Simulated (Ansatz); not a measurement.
The reference is Rb in the bcc (W type) structure (space group Im-3m, No. 229; a = 5.748 Å).

Method: r2SCAN/PAW in Ansatz (a first-principles code), no spin-orbit coupling.

For the base:

```
Property               Value
-------------------  -------
Lattice parameter a  5.748 Å
```

Modification: cell and atoms relaxed at a pressure of 7.5 GPa.

**Question.** What happens to the lattice parameter a?

**Answer.** The lattice parameter a decreases by 1.2898 Å (5.748 Å → 4.459 Å).

Load acts through the strain it causes; cell and atoms are relaxed under it. No phonon test of stability was made. Measured, Rb leaves this structure (for fcc) near 7 GPa (temperature not stated; as listed in Olga Degtyareva, NATO science for peace and security series. B, Physics and biophysics (2010)).
